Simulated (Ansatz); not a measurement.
**Na: isotropic strain −1.50 %**

Take Na in the bcc (W type) structure (space group Im-3m, No. 229; a = 4.1735 Å; relaxed with 0.1 eV smearing) as the base.

The change: every lattice vector is shortened by 1.50 %; the atoms relax in the strained cell.

Method: Kohn–Sham DFT with the PBEsol functional, run in Ansatz (an electronic-structure program) with PAW and 420 eV plane waves, no SOC. k-mesh 22×22×22 (Γ-centred); smearing 0.1 eV (Fermi–Dirac).

The volume per atom shrinks by 1.61 Å³ (36.35 Å³ → 34.74 Å³) and the shortest interatomic distance shrinks by 0.054 Å to 3.560 Å. The energy grows by 1.9 meV/atom and the pressure goes from zero to 0.4 GPa. The band gap is still zero.

Stability against distortions was not tested.
